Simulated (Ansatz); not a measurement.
Density of states of CoSn (P6/mmm) near the Fermi level, PBEsol, rigid bands run with Ansatz (a first-principles code).

| E − E_F (eV) | states/eV/cell |
|---|---|
| -1.92 | 15.8 |
| -1.82 | 8.41 |
| -1.72 | 8.80 |
| -1.62 | 8.07 |
| -1.52 | 10.6 |
| -1.42 | 7.70 |
| -1.32 | 7.22 |
| -1.22 | 5.63 |
| -1.12 | 3.52 |
| -1.02 | 7.27 |
| -0.92 | 6.79 |
| -0.82 | 5.15 |
| -0.72 | 5.83 |
| -0.62 | 9.81 |
| -0.52 | 19.6 |
| -0.42 | 19.1 |
| -0.32 | 12.9 |
| -0.22 | 12.3 |
| -0.12 | 6.94 |
| -0.02 | 2.48 |
| 0.08 | 2.33 |
| 0.18 | 2.25 |
| 0.28 | 2.25 |
| 0.38 | 2.35 |
| 0.48 | 2.65 |
| 0.58 | 5.91 |
| 0.68 | 5.51 |
| 0.78 | 4.73 |
| 0.88 | 3.37 |
| 0.98 | 3.32 |
| 1.08 | 3.78 |
| 1.18 | 3.78 |
| 1.28 | 3.27 |
| 1.38 | 2.84 |
| 1.48 | 2.55 |
| 1.58 | 2.20 |
| 1.68 | 2.02 |
| 1.78 | 2.02 |
| 1.88 | 2.08 |

**Question.** With 6 atoms a cell, what bare Sommerfeld coefficient γ = (π²/3) k_B² N(E_F) follows?

**Answer.** N(E_F) ≈ 2.5 states/eV a cell at 300 K, so γ ≈ 1.00 mJ/(mol of atoms·K²), before many-body enhancement (phonons, spin fluctuations, correlation).

**Question.** How far does the Fermi level move in a rigid band for 0.1 electron a cell added or removed?

**Answer.** 41 meV and -37 meV.

A metal at this level (no band gap); rigid bands, thermally averaged at 300 K, both spins. Spin-orbit coupling is left out. Geometry: cell and atoms relaxed with PBEsol.

Treated as nonmagnetic (a ferromagnetic start lost its moment, other orders weren't tried): CoSn (P6/mmm).
